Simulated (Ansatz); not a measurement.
Bulk modulus of ScNi₃N (model structure, started from the Ni3MgC type, Pm-3m, No. 221, 5 atoms in the cell) at several levels of theory

No measured value is used here.

```json
[
 {"level (code)": "LDA (Ansatz)", "value (GPa)": "221", "cell (Å³/atom)": "10.77"},
 {"level (code)": "PBE (Ansatz)", "value (GPa)": "180", "cell (Å³/atom)": "11.61"},
 {"level (code)": "PBEsol (Ansatz)", "value (GPa)": "202", "cell (Å³/atom)": "11.13"},
 {"level (code)": "r²SCAN (Ansatz)", "value (GPa)": "196", "cell (Å³/atom)": "11.31"}
]
```

Spin-polarised start: LDA, PBE, PBEsol, r²SCAN. LDA, PBE, PBEsol, r²SCAN: the starting moments vanished in the run, and other orders were not tried. LDA, PBE, PBEsol, r²SCAN: the bulk modulus is −V dP/dV from two relaxed cells at ±2 % in volume. Each level is taken at its own relaxed cell. Cutoffs differ between the levels. Ansatz's density-functional and Hartree–Fock values are scalar-relativistic unless marked +SOC, with PAW data made under PBE.

A model structure was made by putting elements into a prototype or built by hand; it is no filed structure, need not be a known phase, and can be a saddle point held by its symmetry.

Ansatz is a program for electronic structure.
